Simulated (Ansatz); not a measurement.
Take TiC in the rock salt structure (space group Fm-3m, No. 225; a = 4.293 Å; relaxed with 0.1 eV smearing) as the base. Axes: x, y, z lie along the cube axes.

Calculations: PBEsol, PAW, 420 eV (Ansatz, an electronic-structure program; no spin-orbit coupling), earlier PAW set.

Perturbation: the cell is compressed by 1.73 % along z with no lateral relaxation, atoms relaxed at fixed cell.

Q: Predict the stress tensor and what it implies for the stiffness.

A: Stress of the strained cell less that of the base (GPa, compression positive):
```
    2.2     0.0     0.0
    0.0     2.2     0.0
    0.0     0.0    10.6
```

Then −Δσ_ii/ε with ε = -0.0173 gives secant stiffness values (nonlinear terms included at this strain): C33 ≈ 611 GPa, C13 ≈ 128 GPa and C23 ≈ 128 GPa.

As a check, the harmonic strain energy −½ V₀ Δσ:ε is 5.6 meV/atom; the computed energy rise is 5.5 meV/atom.

No phonon test of stability was made. The final runs are not spin-polarised.
